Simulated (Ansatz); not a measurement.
The parent structure is TlCl in the CsCl type structure (space group Pm-3m, No. 221; a = 3.769 Å). Axes: x, y, z lie along the cube axes.

Computed with PBEsol/PAW in Ansatz (a quantum-chemistry and plane-wave program), no spin-orbit coupling.

For the base:

```
Item       Result
--------  -------
Band gap  1.79 eV
```

One thing is altered: compressive biaxial strain of 2.08 % in the plane normal to [111], as in epitaxy on a mismatched substrate; the out-of-plane cell vector and the atoms relax.

Q: What does the calculation give for the out-of-plane strain and band gap after the change?

A: The out-of-plane strain comes out as +2.63 %; the band gap drops by 0.06 eV (1.79 eV → 1.73 eV).

Spin-orbit coupling, missing from the scalar runs, can matter with Tl. Stability against distortions was not tested.
